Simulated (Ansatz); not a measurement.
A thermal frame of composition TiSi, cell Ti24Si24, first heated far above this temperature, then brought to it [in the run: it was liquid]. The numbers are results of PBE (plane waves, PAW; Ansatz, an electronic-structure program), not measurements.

```
Property                                          Result
-----------------  -------------------------------------
plane-wave cutoff                                 420 eV
k-points               2x2x2 mesh shifted by half a step
spin               not polarised; no spin-orbit coupling
```

A check of the k-sampling: on the last frame of the same run a denser mesh moved the PBE forces by 0.007 eV/Å rms, the static pressure by 0.00 GPa and the free energy by 0 meV/atom.

```xyz
48
Lattice="9.3966 0.0000 0.0000 0.0000 9.3966 0.0000 0.0000 0.0000 9.3966" Properties=species:S:1:pos:R:3:forces:R:3 pbc="T T T"
Ti    0.5942    2.6605    6.8945   1.161   0.767   0.603
Ti    0.7913    0.9536    4.9495  -0.071  -0.580  -0.941
Ti    5.6832   -1.1612    5.4399  -0.283   0.408   0.000
Ti   -0.8056    8.1324    3.1315   1.028   1.716   1.313
Ti    7.7699    3.3946    5.1795  -0.429  -1.918  -1.460
Ti   -2.1644    5.9703    4.9451  -0.529   0.364   0.393
Ti    3.7484   -0.8149   -1.5578   1.077  -1.012   0.341
Ti    4.0931   -3.7307    5.8434   0.961  -1.245   0.589
Ti    6.8217   -0.5017    8.4450   0.168   0.609  -1.114
Ti    5.6849    1.9163    2.4648  -0.690   0.217   0.180
Ti    0.5012   -0.2266    7.6016   1.595   1.386   0.217
Ti    2.0473    5.8616    3.0775   0.809  -0.728  -1.703
Ti    4.3705    6.9794    3.2594   0.634   0.495  -0.380
Ti    1.0112    5.6379    5.1748  -1.501   0.534   2.289
Ti   11.4062   -1.0295    0.6494   0.784  -0.453   0.403
Ti    4.5922   -4.2896    0.4396  -1.137  -0.798  -0.630
Ti    5.2830    1.6261    6.2814  -0.073  -0.401  -0.548
Ti    3.1124   12.3500    4.4266   0.076   1.128   1.113
Ti    8.7279   -2.5256   -1.2220   0.550   0.116   1.147
Ti   -0.1156    4.2047    0.3128  -0.030   1.067  -0.768
Ti    6.5188    3.6070    7.9955  -0.686   1.267  -1.632
Ti    2.9804    1.8836    0.0899   0.651  -0.473  -2.158
Ti    8.4608    1.9827    2.4112   0.544   0.270  -0.637
Ti    6.6950    6.4078    1.4928   1.635   2.265   1.263
Si    6.1550    6.5755   -1.7590  -0.994  -0.524  -0.002
Si   14.4814    0.5086    0.4981  -1.028   0.734  -0.463
Si   11.2891   -0.8686    3.2069   0.194  -0.436   0.581
Si    7.4167    0.7477    4.2119  -0.100   1.078   2.143
Si    6.2701   -0.5313    2.7858  -1.614  -1.571  -1.479
Si    2.8761    1.3069   -2.3691  -1.466   0.621  -1.800
Si   -1.0388   -1.1391    5.8475   0.479  -0.679  -0.070
Si    5.5980    4.1245    3.4386   0.041   2.367   0.723
Si    2.9143    7.7063    5.4283  -0.748   1.185  -0.469
Si    1.5638    1.4424    2.3375   0.495   0.313  -0.158
Si    1.9342   -3.5247   -1.7517   0.152   0.721  -2.551
Si    0.6230    3.5115    3.8644  -0.124  -0.049  -0.115
Si    7.0581    4.2375    1.0646  -1.485  -3.289   0.861
Si    3.4234    3.2008    1.9098  -0.071   1.571   2.134
Si    8.5823    4.7658    6.9713   0.383   0.616   0.097
Si    3.6676    3.6324    7.4555   0.262  -0.647  -0.104
Si    9.9121    1.9793    0.0480  -0.077  -2.083  -0.203
Si    3.6971   10.0174    4.1854   0.711  -1.394   0.443
Si    7.3458    2.0493    0.2100  -0.022  -1.123   0.417
Si    8.9124    9.2537    0.5505  -0.690  -1.114   0.941
Si   -1.5642   10.6784    6.6851   0.060  -0.095   0.478
Si    1.8713    5.6160    0.3612   0.357   0.743   3.248
Si    4.9689    7.6163    0.5897  -1.782   0.366  -0.854
Si    9.1769    6.2949    1.9716   0.824  -2.311  -1.681
```

Problem. At which temperature was this frame sampled?
A) 2140 K
B) 740 K
C) 440 K
D) 1260 K

Solution. A, 2140 K. The rms force component is 1.08 eV/Å.
